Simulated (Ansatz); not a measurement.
Results of r²SCAN (Ansatz, a quantum-chemistry and plane-wave program, plane waves, PAW) for L1₀ (CuAu-type) FePt.

Numerical settings: plane-wave cutoff 560 eV, 20×20×16 k mesh (along the axes of the cell as run), Fermi–Dirac smearing 0.05 eV, spin-polarised with parallel moments, scalar-relativistic PAW data made under PBE.

Cell (measured lattice):

```yaml
crystal:
  lattice:
    - [2.72680, 0.00000, 0.00000]
    - [0.00000, 2.72680, 0.00000]
    - [0.00000, 0.00000, 3.72610]
  atoms:
    - { symbol: Fe, position: [0.00000, 0.00000, 0.00000], spin: 3.0 }
    - { symbol: Pt, position: [0.50000, 0.50000, 0.50000] }
```

What does this level give for the magnetic moment (largest site, within a sphere)?


magnetic moment (largest site, within a sphere): 3.28 μB

The run finds no gap.

Note: cell and atoms aren't relaxed at this level (pressure 0.9 GPa).

Spins in the cell block are starting values.

Moments are spin moments.

Spin–orbit coupling is not included.

Static lattice: no zero-point or thermal effects.

It cost about 3 core-minutes (a rough figure) of CPU time.
